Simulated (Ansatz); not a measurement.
Where the default PAW files enter, the runs use the earlier of Ansatz's two default sets.

Tunnelling through a barrier is set by its complex band structure: the current falls as exp(−2κd) with the smallest κ.

Given:

```yaml
crystal:
  lattice:
    - [4.16982, 0.00000, 0.00000]
    - [0.00000, 11.49131, 0.00000]
    - [0.00000, 0.00000, 4.37929]
  atoms:
    - { symbol: Sn, position: [0.25000, 0.61803, 0.40558] }
    - { symbol: Sn, position: [0.75000, 0.38197, 0.59442] }
    - { symbol: Sn, position: [0.75000, 0.88197, 0.90558] }
    - { symbol: Sn, position: [0.25000, 0.11803, 0.09442] }
    - { symbol: Se, position: [0.75000, 0.14283, 0.52330] }
    - { symbol: Se, position: [0.25000, 0.85717, 0.47670] }
    - { symbol: Se, position: [0.25000, 0.35717, 0.02330] }
    - { symbol: Se, position: [0.75000, 0.64283, 0.97670] }
```

Space group of this cell: Pnma. The cell was relaxed by PBE-D3(BJ); by r2SCAN its mean pressure is 1.2 GPa.

Transport runs along the normal of the first two printed cell vectors.

The gap is the functional's own. No spin-orbit coupling. Mid-gap values are interpolated on the energy grid.

### Question
Give the band gap and the smallest decay constant κ at mid-gap that Ansatz (a first-principles code) with r2SCAN yields.

### Answer
Gap 0.75 eV on a 8×4×8 mesh; κ = 0.087 1/Å, at the zone centre.
